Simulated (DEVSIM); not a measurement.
System: illuminated Ge n-on-p cell, one wavelength, at 300 K.

| layer (left to right) | material | thickness (μm) | Nd (cm⁻³) | Na (cm⁻³) | τn (s) | τp (s) | absorption coefficient (cm⁻¹) |
|---|---|---|---|---|---|---|---|
| 1 | Ge | 0.900 | 8.5e17 | - | 2.3e-7 | 2.3e-8 | 43000 |
| 2 | Ge | 150 | - | 8.7e15 | 2.4e-7 | 2.4e-7 | 43000 |

Left contact: ohmic, minority hole recombination velocity 1e5 cm/s. Right contact: ohmic, minority electron recombination velocity 5000 cm/s. Voltage is applied to the left contact. Recombination: SRH at mid-gap, radiative, Auger. Light enters at the left, 2.4e18 photons cm⁻² s⁻¹, one pass, no reflection. Mobility is μmin + (μ − μmin)/(1 + (N/Nref)^α).

Constants are typed, rounded textbook-type inputs, not results; the design itself was drawn at random and stands for no fabricated device. Values at 300 K.

| parameter | Ge |
|---|---|
| gap (eV) | 0.664 |
| affinity (eV) | 4 |
| permittivity | 16 |
| Nc (cm⁻³) | 1.04e19 |
| Nv (cm⁻³) | 6e18 |
| μn (cm²/Vs) | 3900 |
| μp (cm²/Vs) | 1900 |
| μn,min | 150 |
| μp,min | 100 |
| Nref,n | 2.6e17 |
| Nref,p | 4e17 |
| αn | 0.56 |
| αp | 0.6 |
| B (cm³/s) | 6.4e-14 |
| Cn (cm⁶/s) | 1e-31 |
| Cp (cm⁶/s) | 1e-31 |

Simulated with DEVSIM: 1D drift-diffusion, Boltzmann statistics, complete ionisation; no tunnelling, impact ionisation, image-force lowering or self-heating.

### Question
Tabulate band edges, carrier densities and field at zero bias, in the dark.

### Answer
Energies count from the Fermi level of the right contact; mesh points crowd at the junctions.

| x (μm) | Ec (eV) | Ev (eV) | n (cm⁻³) | p (cm⁻³) | field (V/cm) |
|---|---|---|---|---|---|
| 0.000 | 0.065 | -0.599 | 8.5e17 | 5.1e8 | ≈ 0 |
| 0.03876 | 0.065 | -0.599 | 8.5e17 | 5.1e8 | ≈ 0 |
| 0.1366 | 0.065 | -0.599 | 8.5e17 | 5.1e8 | ≈ 0 |
| 0.3683 | 0.065 | -0.599 | 8.5e17 | 5.1e8 | ≈ 0 |
| 0.7577 | 0.065 | -0.599 | 8.5e17 | 5.1e8 | ≈ 0 |
| 0.8590 | 0.065 | -0.599 | 8.5e17 | 5.1e8 | 29 |
| 0.8991 | 0.092 | -0.572 | 2.9e17 | 1.5e9 | 45000 |
| 0.9611 | 0.257 | -0.407 | 4.9e14 | 8.9e11 | 20000 |
| 1.093 | 0.442 | -0.222 | 3.9e11 | 1.1e15 | 7700 |
| 1.455 | 0.495 | -0.169 | 5.0e10 | 8.7e15 | 13 |
| 2.418 | 0.495 | -0.169 | 5.0e10 | 8.7e15 | ≈ 0 |
| 6.568 | 0.495 | -0.169 | 5.0e10 | 8.7e15 | ≈ 0 |
| 16.03 | 0.495 | -0.169 | 5.0e10 | 8.7e15 | ≈ 0 |
| 41.23 | 0.495 | -0.169 | 5.0e10 | 8.7e15 | ≈ 0 |
| 110.2 | 0.495 | -0.169 | 5.0e10 | 8.7e15 | ≈ 0 |
| 135.7 | 0.495 | -0.169 | 5.0e10 | 8.7e15 | ≈ 0 |
| 145.2 | 0.495 | -0.169 | 5.0e10 | 8.7e15 | ≈ 0 |
| 148.8 | 0.495 | -0.169 | 5.0e10 | 8.7e15 | ≈ 0 |
| 150.3 | 0.495 | -0.169 | 5.0e10 | 8.7e15 | ≈ 0 |
| 150.7 | 0.495 | -0.169 | 5.0e10 | 8.7e15 | ≈ 0 |
| 150.8 | 0.495 | -0.169 | 5.0e10 | 8.7e15 | ≈ 0 |
| 150.9 | 0.495 | -0.169 | 5.0e10 | 8.7e15 | ≈ 0 |
